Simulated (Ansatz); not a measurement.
The starting structures come from a database of crystals and need not be the phases stable at ambient conditions.

The decay constant κ of evanescent states in the gap governs leakage through a thin film.

Here is the system:

```yaml
crystal:
  lattice:
    - [5.77671, 0.00000, 0.00000]
    - [0.00000, 5.80252, 0.00000]
    - [2.88836, 0.00000, 6.28610]
  atoms:
    - { symbol: Pb, position: [0.60419, 0.77947, 0.79163] }
    - { symbol: Pb, position: [0.39581, 0.22053, 0.20837] }
    - { symbol: Pb, position: [0.89581, 0.77947, 0.20837] }
    - { symbol: Pb, position: [0.10419, 0.22053, 0.79163] }
    - { symbol: Cl, position: [0.75000, 0.21760, 0.50000] }
    - { symbol: Cl, position: [0.25000, 0.78240, 0.50000] }
    - { symbol: O, position: [0.75000, 0.00000, 0.00000] }
    - { symbol: O, position: [0.25000, 0.00000, 0.00000] }
    - { symbol: F, position: [0.25000, 0.50000, 0.00000] }
    - { symbol: F, position: [0.75000, 0.50000, 0.00000] }
```

Space group of this cell: Cmme. The cell was relaxed by PBE-D3(BJ); by r2SCAN its mean pressure is -0.8 GPa.

Transport runs along the normal of the first two printed cell vectors.

The gap is the functional's own, uncorrected, and κ follows it; spin-orbit coupling is left out. Mid-gap values are interpolated between the computed energies.

### Question
State the band gap and the smallest decay constant κ at mid-gap according to r2SCAN in Ansatz (an electronic-structure program).

### Answer
Gap 2.94 eV on a 6×6×6 mesh; κ = 0.281 1/Å, at the zone centre.
